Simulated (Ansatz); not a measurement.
## MgS (Fm-3m): band-edge transport data

Given:

```xyz
2
Lattice="0.0000 2.5908 2.5908 2.5908 0.0000 2.5908 2.5908 2.5908 0.0000" Properties=species:S:1:pos:R:3 pbc="T T T"
Mg     0.0000     0.0000     0.0000
S      2.5908     2.5908     2.5908
```

The numbers are results of HSE06, rigid bands (plane waves, PAW, scalar-relativistic; Ansatz, a first-principles code), not measurements. How the cell was made: cell and atoms relaxed with PBEsol.

```yaml
band_gap: 3.83 eV
electron conductivity mass (300 K, dilute): 0.35 mₑ
hole conductivity mass (300 K, dilute): 0.95 mₑ
effective density of states N_c (300 K): 1.6e19 cm⁻³
effective density of states N_v (300 K): 1.7e20 cm⁻³
density_of_states_mass_electrons: 0.74 mₑ
density_of_states_mass_holes: 3.5 mₑ
Seebeck coefficient, n-type 1e19 cm⁻³, 300 K: -258 μV/K
best n-type power factor at 300 K for τ = 10 fs (best axis; densities from 1e16 to 1e21 cm⁻³ tried, whether or not they can be reached): 7.2 μW/(cm·K²) at 3e19 cm⁻³
Seebeck coefficient, p-type 1e19 cm⁻³, 300 K: 451 μV/K
best p-type power factor at 300 K for τ = 10 fs (best axis; densities from 1e16 to 1e21 cm⁻³ tried, whether or not they can be reached): 25 μW/(cm·K²) at 3e20 cm⁻³
```

Rigid bands; masses and Seebeck coefficients take one relaxation time τ for all states and one kind of carrier; polarons and phonon drag are left out. Spin-orbit coupling is left out; where it splits the top of the valence band, N_v and the p-type Seebeck coefficient come out somewhat high without it. Geometry: cell and atoms relaxed with PBEsol.
